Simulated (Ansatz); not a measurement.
Worked example: self-consistent single point of Hf2Ge (Fmm2, 6 atoms in the cell) in Ansatz (a program for electronic structure).

Method of the run: PBEsol, default PAW files made with PBE (plane waves; Ansatz).

The change in words: lattice scaled by 0.98. Reference geometry:
```xyz
6
Lattice="-3.2804 3.2804 2.6385 3.2804 -3.2804 2.6385 3.2804 3.2804 -2.6385" Properties=species:S:1:pos:R:3 pbc="T T T"
Hf     1.0219     2.2585     0.0000
Hf     2.2585     1.0219     2.6385
Hf     4.3377     1.0573     0.0000
Hf    -1.0219     2.2585     2.6385
Ge     0.0000     0.0000     1.3193
Ge     0.0000     0.0000     3.9578
```

Reference input (self-consistent single point, DFT, PBEsol, plane waves, default PAW files made with PBE): basis.ecutwfc = 420 eV; kpoints.mp_grid.grid = 6 6 6; hamiltonian.xc = pbesol; hamiltonian.pseudopotentials = {kind: paw} (the program's default PAW files); scf.occupations.method = fermi_dirac; scf.occupations.width = 0.1 eV. This run's input differs from it in these lines:

```diff
@@ -3,5 +3,5 @@
   lattice:
-    - [-3.280404, 3.280404, 2.638536]
-    - [3.280404, -3.280404, 2.638536]
-    - [3.280404, 3.280404, -2.638536]
+    - [-3.214796, 3.214796, 2.585765]
+    - [3.214796, -3.214796, 2.585765]
+    - [3.214796, 3.214796, -2.585765]
   atoms:
```

Output, abridged:

```
SCF iter   1: F=—  HF=-70903.295047 eV  |F-HF|=—  |Δ(HF+E_count)|=         —  Δρ=4.62e-3  dr2=1.99e-2  ethr=1.77e-3  ⟨swp⟩=5.0  Hψ=10706  notcnv=0  defer=55
all-band conjugate gradients solve this SCF's bands
preconditioner: auto → Kerker (q_TF=auto, 2.826 Å⁻¹)
SCF iter   2: F=—  HF=-70903.292240 eV  |F-HF|=—  |Δ(HF+E_count)|=   2.81e-3  Δρ=2.68e-3  dr2=8.32e-3  ethr=1.51e-5  ⟨swp⟩=3.0  Hψ=6947  notcnv=0  defer=98
   [... lines left out ...]
SCF iter   6: F=—  HF=-70903.290177 eV  |F-HF|=—  |Δ(HF+E_count)|=   2.56e-5  Δρ=5.27e-5  dr2=3.20e-6  ethr=1.51e-8  ⟨swp⟩=2.0  Hψ=5830  notcnv=0  defer=98
SCF iter   7: F=—  HF=-70903.290176 eV  |F-HF|=—  |Δ(HF+E_count)|=   7.44e-7  Δρ=1.26e-5  dr2=1.56e-7  ethr=2.42e-9  ⟨swp⟩=2.0  Hψ=6544  notcnv=0  defer=98
SCF iter   8: F=—  HF=-70903.290176 eV  |F-HF|=—  |Δ(HF+E_count)|=   5.41e-8  Δρ=7.30e-6  dr2=7.06e-8  ethr=7.58e-11  ⟨swp⟩=9.6  Hψ=17299  notcnv=0
SCF iter   9: F=-70903.290176 eV  HF=-70903.290176 eV  |F-HF|=2.06e-8  |Δ(HF+E_count)|=   6.22e-8  Δρ=3.39e-6  dr2=1.28e-8  ethr=5.35e-11  ⟨swp⟩=5.2  Hψ=13593  notcnv=0
SCF 1 converged in 9 iterations: F = -70903.290176 eV  dr2 = 1.28e-8
Free energy (F): -70903.290176 eV
Internal energy: -70903.216948 eV  (E = F + TS)
E sigma→0 (E₀):  -70903.253562 eV
Entropy (-TS):   -0.073229 eV (-12.205 meV/atom)
Fermi energy:    20.338931 eV
--- Forces (eV/Å), atoms counted from 1 ---
  atom   1  Hf    -0.04170304     0.14527437     0.00000000
  atom   2  Hf     0.14527437    -0.04170304    -0.00000000
  atom   3  Hf    -0.41427042    -0.41427042     0.00000000
  atom   4  Hf     0.25490485     0.25490485    -0.00000000
  atom   5  Ge     0.02789344     0.02789344     0.00000000
  atom   6  Ge     0.02789344     0.02789344    -0.00000000
--- Stress (GPa, compression-positive) ---
        8.554304      -0.522795      -0.000000
       -0.522795       8.554304       0.000000
       -0.000000       0.000000       8.384772
  P = ⅓ Tr σ = 8.4978 GPa (84.978 kbar)
  The stress holds the Pulay correction. Without it, at fixed plane waves, as pw.x and ABINIT print it: P = 8.4509 GPa
```

The run converged in 9 iterations. Against the reference run the free energy goes up by 24.5 meV/atom, the pressure goes from -0.98 to 8.50 GPa and the largest force goes from 0.464 to 0.586 eV/Å.

The starting cell comes from a database of computed structures (which also holds hypothetical and non-ambient phases and stackings), without a prior relaxation at this level. Its lattice was rescaled by up to half a per cent. One atom was moved a little off its site on purpose. For this run, on top of that: lattice scaled by 0.98. With a pressure of about 8 GPa the cell is away from its equilibrium volume at this level. Ansatz's pressure includes its estimate of the finite-basis (Pulay) stress.

Cost on one core of a shared machine: roughly 50 s.

Keys are those of Ansatz 0.2.
